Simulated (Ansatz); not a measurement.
# YCu (space group Pnma, No. 62; a cell from a computed database, its experimental status unchecked)

```xyz
8
Lattice="7.0665 0.0000 0.0000 0.0000 4.4118 0.0000 0.0000 0.0000 5.3166" Properties=species:S:1:pos:R:3 pbc="T T T"
Y      1.2815     3.3089     4.6086
Y      5.7850     1.1030     0.7080
Y      2.2517     1.1030     1.9503
Y      4.8148     3.3089     3.3663
Cu     0.2269     3.3089     2.0032
Cu     6.8396     1.1030     3.3135
Cu     3.3064     1.1030     4.6615
Cu     3.7602     3.3089     0.6552
```

All numbers come from Ansatz (a quantum-chemistry and plane-wave program), PBEsol, PAW, cutoff 420 eV, spin-orbit coupling left out. Γ-centred 7×11×9 mesh, Fermi–Dirac width 0.05 eV.

| Property | Result |
|---|---|
| Volume per atom | 20.72 Å³ |
| Density | 6.11 g/cm³ |
| Band gap | zero |
| Total energy | -5192.171 eV/atom (σ→0; compares only within this code and set-up) |

Whether these cells are dynamically stable was not tested. The final runs are not spin-polarised.
